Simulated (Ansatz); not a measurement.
Pd: x(Ag) = 0.667, 3 atoms, P-3m1

Consider Pd in the fcc (Cu type) structure (space group Fm-3m, No. 225; a = 3.908 Å).

The other end (x = 1) is Ag in the fcc (Cu type) structure (space group Fm-3m, No. 225): 17.30 Å³/atom, gap zero.

It is then changed as follows: a fraction x = 0.667 of the Pd sites is given to Ag, ordered in a cell of 3 atoms (starting symmetry P-3m1) and fully relaxed.

The values are results of Kohn–Sham DFT with the r2SCAN functional, run in Ansatz (a first-principles code) with PAW and 500 eV plane waves, no spin-orbit coupling, not measurements. Γ-centred 19×19×7 mesh, Fermi–Dirac width 0.05 eV, for the changed cell.

```csv
quantity,base,changed,shift
density,11.84 g/cm³,10.90 g/cm³,-0.94 g/cm³
shortest interatomic distance,5.222 bohr,5.329 bohr,+0.1063 bohr
band gap,zero,zero,–
mixing energy (to 0.01 eV only: unlike meshes or grids),–,-0.07 eV/atom,–
```

Cost of the whole job for the changed cell (relaxation, final SCF and bands): about 6 core-minutes (a rough figure).

Each cell is one ordered arrangement of few atoms, which overstates ordering effects compared with a random alloy. Stability against distortions was not tested. All final runs are without spin polarisation. Pd has a high density of states at the Fermi level and may be magnetic at this level.
